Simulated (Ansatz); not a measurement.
Abridged Ansatz (a first-principles code) output:

```
Relaxation: its limit of steps is 50 (relax.max_steps)
Pseudopotential: Au, paw, valence charge 19
Crystal: 1 atoms, lattice volume = 17.186 Å³
Basis set: ecut = 500 eV, 435 PW (Γ), exchange–correlation on 96×96×96 points (64 copies of the dense FFT grid, shifted against one another)
Bands: 14, of which v1, the nominal top of the filled ones, is band 10 counted from 1 (9 counted from 0)
Symmetry: 2 space group operations
k-points: 9842 of 19683
Functional: x = r2scan, c = r2scan; τ floored in thin density (d = 2e-4 eV/Å³)
SCF iter   1: F=—  HF=-13165.234134 eV  |F-HF|=—  |Δ(HF+E_count)|=         —  Δρ=4.84e-2  dr2=4.50e-1  dr2_τ=1.45e-2  ethr=2.37e-3  ⟨swp⟩=1.0  Hψ=916100  notcnv=0
SCF iter   2: F=—  HF=-13165.131812 eV  |F-HF|=—  |Δ(HF+E_count)|=   1.02e-1  Δρ=2.30e-2  dr2=9.80e-2  dr2_τ=6.85e-3  ethr=2.37e-3  ⟨swp⟩=2.1  Hψ=184533  notcnv=0
SCF 1 converged in 7 iterations: F = -13165.136192 eV  dr2 = 9.09e-11
relax step   1: F+E_penalty+E_count = -13165.13619160 eV  Δ(F+E_penalty+E_count) = +0.000e0 eV  max|allowed force component| = 0.000e0 eV/Å  Δτ_max = 0.0000 Å  (7 SCF iters, accepted)
Crystal: 1 atoms, lattice volume = 17.186 Å³
SCF iter   1: F=—  HF=-13165.136192 eV  |F-HF|=—  |Δ(HF+E_count)|=         —  Δρ=1.19e-6  dr2=9.09e-11  dr2_τ=3.22e-11  ethr=1.00e-12  ⟨swp⟩=1.9  Hψ=798037  notcnv=0
SCF iter   2: F=-13165.136192 eV  HF=-13165.136192 eV  |F-HF|=4.91e-11  |Δ(HF+E_count)|=  1.24e-10  Δρ=5.93e-7  dr2=2.30e-11  dr2_τ=2.04e-12  ethr=1.00e-12  ⟨swp⟩=4.0  Hψ=409627  notcnv=0
SCF 2 converged in 2 iterations: F = -13165.136192 eV  dr2 = 2.30e-11
SCF converged after 2 iterations
Free energy (F): -13165.136192 eV
Internal energy: -13165.127213 eV  (E = F + TS)
E sigma→0 (E₀):  -13165.131702 eV
Entropy (-TS):   -0.008978 eV (-8.978 meV/atom)
Fermi energy:    20.213829 eV
--- Forces (eV/Å), atoms counted from 1 ---
  atom   1  Au     0.00000000     0.00000000     0.00000000
--- Stress (GPa, compression-positive) ---
        3.919247       1.104633      -0.242123
        1.104633       3.926736       0.351463
       -0.242123       0.351463       2.716015
  P = ⅓ Tr σ = 3.5207 GPa (35.207 kbar)
--- Relaxed structure (1 steps of the walk, 1 accepted, 0 SCFs on fresh bases) ---
  atoms:
    - { symbol: Au, position: [0.0, 0.0, 0.0] }
```

Q: What was computed, and what are the main results?

A: Au, 1 atom in the cell, with r2SCAN in Ansatz (plane waves to 500 eV, PAW, without spin-orbit coupling), earlier PAW set. The last SCF converged to F = -13165.136192 eV, or -13165.1362 eV per atom, at a pressure of 3.52 GPa. The total energy compares only with runs of the same code, potentials and settings.

The cells carry an imposed strain or load. No phonon test of stability was made. The cell was made from Au in the fcc (Cu type) structure (space group Fm-3m, No. 225) by this change: strain tensor (xx, yy, zz, yz, xz, xy) = (−1.84, −1.90, +1.77, −0.77, +0.49, −1.13) %.

Keys are those of Ansatz 0.2.
